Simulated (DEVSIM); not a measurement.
Structure: Schottky contact on n-type Si, at 300 K.

Layer 1 from the left is Si, thickness (μm) 0.350, Nd (cm⁻³) 2.2e15, τn (s) 1.6e-5, τp (s) 1.6e-5.

Left contact: Schottky, work function 4.72 eV, emission velocity 4.4e6 cm/s. Right contact: ohmic. Voltage is applied to the left contact. Recombination: SRH at mid-gap, radiative, Auger. Gap narrowing is on: ΔEg = 6.92 meV × (l + √(l² + 0.5)), l = ln(N/1.3e17 cm⁻³), shared equally by both band edges. Mobility is constant in doping.

The device is made up for the run: typed textbook-type constants, with dimensions and the other settings drawn at random. Values at 300 K.

Si: gap (eV) 1.124, affinity (eV) 4.05, permittivity 11.7, Nc (cm⁻³) 2.86e19, Nv (cm⁻³) 3.1e19, μn (cm²/Vs) 1417, μp (cm²/Vs) 470, B (cm³/s) 4.7e-15, Cn (cm⁶/s) 2.8e-31, Cp (cm⁶/s) 9.9e-32.

DEVSIM, 1D drift-diffusion, Boltzmann statistics, complete ionisation; no tunnelling, impact ionisation, image-force lowering or self-heating. Metal contacts follow the ideal Schottky-Mott rule: no Fermi-level pinning, no interface dipoles.

Dark forward current:

```csv
|V| (V),|J| (A/cm²)
0.05,0.0005592
0.10,0.004351
0.15,0.02997
0.20,0.2017
0.25,1.333
0.30,8.475
0.35,48.19
0.40,206.4
0.45,576.0
0.50,1125
0.55,1769
0.60,2455
```

### Question
Work out the local ideality factor n = ΔV / (kT/q · ln(J2/J1)) between the rows 0.15 and 0.20 V, 0.55 and 0.60 V.

### Answer
kT/q = 25.85 mV. From 0.15 to 0.20 V: ln(0.2017/0.02997) = 1.907, n = 1.01, near the 1 of diffusion or emission over a barrier. From 0.55 to 0.60 V: ln(2455/1769) = 0.328, n = 5.90; the layers' resistance at their doping, Σ W/(qμN) = 7.0e-5 Ω cm², would take 48 mV of this step of 50 mV.

### Question
Estimate the current at 0.20 V for emission alone, J0 = q v N_band exp(−φB/kT), and read the barrier back from the simulated current.

### Answer
φB = 0.670 eV, N_band = 2.86e19 cm⁻³, J0 = 0.000112 A/cm²; J = J0 (exp(qV/kT) − 1) = 0.256 A/cm². The simulation gives 0.202 A/cm²; the estimate lies 27 % above. Read backwards, the simulated current gives an apparent barrier of 0.676 eV. The estimate leaves out transport through the depletion region and minority injection.
